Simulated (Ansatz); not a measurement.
# Effect of pressure 10 GPa on BeTe

The reference is BeTe in the zinc blende structure (space group F-43m, No. 216; a = 5.6637 Å).

Modification: a hydrostatic pressure of 10 GPa.

Method: PBE, PAW, 420 eV (Ansatz, a quantum-chemistry and plane-wave program; no spin-orbit coupling). Γ-centred 10×10×10 mesh, Fermi–Dirac width 0.05 eV.

```tsv
quantity	base	changed	shift
volume per atom	22.71 Å³	19.84 Å³	-2.87 Å³
density	4.99 g/cm³	5.72 g/cm³	+0.723 g/cm³
lattice parameter a	5.664 Å	5.414 Å	-0.250 Å
shortest interatomic distance	2.452 Å	2.344 Å	-0.108 Å
enthalpy H = E + PV relative to the base's energy	–	+1.32 eV/atom	–
band gap	2.03 eV	1.67 eV	-0.355 eV
gap character	indirect, Γ → X	indirect, Γ → X	–
smallest direct gap	3.64 eV	3.51 eV	-0.13 eV
width of the top valence band	3.12 eV	3.81 eV	+0.69 eV
electron mass	1.9 mₑ along k, 0.26 mₑ across (at X)	1.4 mₑ along k, 0.24 mₑ across (at X)	–
hole mass (degenerate bands, along [100])	0.20, 0.35, 0.35 mₑ (at Γ)	0.22, 0.29, 0.29 mₑ (at Γ)	–
```

Spin-orbit coupling, missing from the scalar runs, can matter with Te. Load acts through the strain it causes; cell and atoms are relaxed under it. Masses are band curvatures over ±0.01 Å⁻¹ around the edge. Along k means along the line from Γ to the band edge. No phonon test of stability was made. Competing high-pressure phases were not computed.
